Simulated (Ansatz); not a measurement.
Hypothetical I4_132 Si, response to strain

Start from Si (space group I4_132, No. 214; a = 6.440 Å; a hypothetical phase, not in the database extracts checked; relaxed with 0.1 eV smearing). Axes: x, y, z lie along the cube axes.

Strains are applied to the cell and any free atomic positions relax.

Levels (all Ansatz, a first-principles code, PAW): PBE (420 eV, no SOC); PBEsol (420 eV, scalar-relativistic without spin-orbit coupling).

The base cell above is that of PBE; each level relaxes its own structures.

Notes on the quantities. energy relative to the base: free energy F.

```json
[
 {"case": "isotropic strain −4.91 %", "energy relative to the base, PBE": "+118 meV/atom", "energy relative to the base, PBEsol": "(withheld)"},
 {"case": "isotropic strain +1.50 %", "energy relative to the base, PBE": "+8.5 meV/atom", "energy relative to the base, PBEsol": "(withheld)"},
 {"case": "uniaxial strain ε_yy = −1.28 %", "energy relative to the base, PBE": "+0.7 meV/atom", "energy relative to the base, PBEsol": "+0.7 meV/atom"},
 {"case": "uniaxial strain ε_zz = +1.28 %", "energy relative to the base, PBE": "+0.7 meV/atom", "energy relative to the base, PBEsol": "+0.7 meV/atom"}
]
```

Q: Complete the table.

A: 
- isotropic strain −4.91 %, energy relative to the base, PBEsol: +123 meV/atom
- isotropic strain +1.50 %, energy relative to the base, PBEsol: +8.9 meV/atom

The two levels differ by at most about 4.9 meV/atom. They put the cases in the same order.

Stability against distortions was not tested.
